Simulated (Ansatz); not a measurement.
## Pressure series in hypothetical cubic perovskite CaHfSe3

Start from CaHfSe3 in the cubic perovskite structure (space group Pm-3m, No. 221; a = 5.189 Å; a hypothetical phase, not in the database extracts checked).

Cell and atoms are relaxed at each pressure.

Levels (all Ansatz, a quantum-chemistry and plane-wave program, PAW): PBE (420 eV, scalar-relativistic without spin-orbit coupling); PBEsol (420 eV, without spin-orbit coupling).

The base cell above is that of PBE; each level relaxes its own structures.

```
case              volume per atom, PBE  volume per atom, PBEsol
----------------  --------------------  -----------------------
pressure −2 GPa               28.91 Å³               (withheld)
pressure −1 GPa               28.41 Å³                 27.31 Å³
pressure 0.3 GPa              27.81 Å³               (withheld)
pressure 0.7 GPa              27.64 Å³                 26.63 Å³
pressure 1.5 GPa              27.32 Å³               (withheld)
pressure 3 GPa                26.76 Å³                 25.83 Å³
pressure 5 GPa                26.10 Å³                 25.22 Å³
pressure 7.5 GPa              25.36 Å³                 24.55 Å³
pressure 10 GPa               24.71 Å³               (withheld)
```

### Question
Some entries are withheld; estimate them.

### Answer

- pressure −2 GPa, volume per atom, PBEsol: 27.75 Å³
- pressure 0.3 GPa, volume per atom, PBEsol: 26.78 Å³
- pressure 1.5 GPa, volume per atom, PBEsol: 26.34 Å³
- pressure 10 GPa, volume per atom, PBEsol: 23.95 Å³

PBE lies above PBEsol in every row, by 0.77 Å³ to 1.16 Å³. They put the cases in the same order.

The mesh was chosen for an insulator and is coarse for the gapless case. Load acts through the strain it causes; cell and atoms are relaxed under it. Stability against distortions was not tested. Competing high-pressure phases were not computed. All final runs are without spin polarisation. Many cubic perovskites are stable only at high temperature; tilts and polar distortions were not tested.
